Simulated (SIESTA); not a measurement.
Band structure of AgI (F-43m, 2 atoms in the cell).

```yaml
crystal:
  lattice:
    - [0.00000, 3.22630, 3.22630]
    - [3.22630, 0.00000, 3.22630]
    - [3.22630, 3.22630, 0.00000]
  atoms:
    - { symbol: Ag, position: [0.00000, 0.00000, 0.00000] }
    - { symbol: I, position: [0.75000, 0.75000, 0.75000] }
```

Level of theory: GGA PBE, numerical atomic orbitals DZP, PseudoDojo PBE standard norm-conserving potentials (rewritten from UPF to PSML) (SIESTA).

Settings: XC.functional = GGA; XC.authors = PBE; potentials = PseudoDojo PBE standard; PAO.BasisSize = DZP; PAO.EnergyShift = 0.005 Ry; MeshCutoff = 350 Ry; kgrid.MonkhorstPack = 9 9 9; OccupationFunction = FD; ElectronicTemperature = 10 meV; MaxSCFIterations = 150; SCF.Mixer.Method = Pulay; SCF.Mixer.Weight = 0.2; SCF.Mixer.History = 6; SCF.DM.Tolerance = 1.0E-05.

The starting cell comes from a database of computed structures (which also holds hypothetical and non-ambient phases and stackings), without a prior relaxation at this level. Its lattice was rescaled by a random factor within 2.5 % of one. Spin-orbit coupling is off. Values carry the incompleteness of an atom-centred basis.

Task: Predict the gap along the standard path and the places of the band edges.

Result: The gap along the path is 1.80 eV, direct at Γ to within 0.01 eV.

Levels in eV from the top of the valence band on the path, bands 10 to 14:
```csv
point,10,11,12,13,14
Γ,-3.15,0.00,0.00,0.00,1.80
X,-3.01,-2.65,-1.85,-1.85,3.85
W,-2.89,-2.82,-2.23,-1.69,5.17
K,-3.09,-2.86,-2.07,-1.47,4.26
L,-3.10,-2.98,-0.75,-0.75,3.13
U,-3.09,-2.86,-2.07,-1.47,4.26
```

Higher empty bands are left out: an atom-centred basis made for the valence describes them poorly.
